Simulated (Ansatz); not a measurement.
Structures of equal composition on the (111) surface of fcc Pd: a layer of Cu in place of the second plane; a layer of Cu in place of the third plane. The slabs share one bottom face, and each structure is named by its start. These are constructed structures in small cells; real faces may alloy, dewet or reconstruct in larger ones, and not all known structures of the face are among them. Slabs of about 11 Å with all that they carry, Fermi-Dirac smearing of 0.1 eV. Bottom of the slabs: a bare face, its two planes held. Relaxed from the named starts with such symmetry as they have, on meshes of like density; energies extrapolated to zero smearing; no spin-orbit coupling, no U. Spin-polarised runs, if any, are marked in brackets, and their order is one that fits the cell; the others ran without spin.

Computed with PBE (plane waves to 420 eV, PAW; Ansatz, a quantum-chemistry and plane-wave program).

Problem. Rank these by energy per 1x1 cell (lowest first), as PBE gives it.

Solution. a layer of Cu in place of the second plane (0.000 eV), a layer of Cu in place of the third plane (0.090 eV)
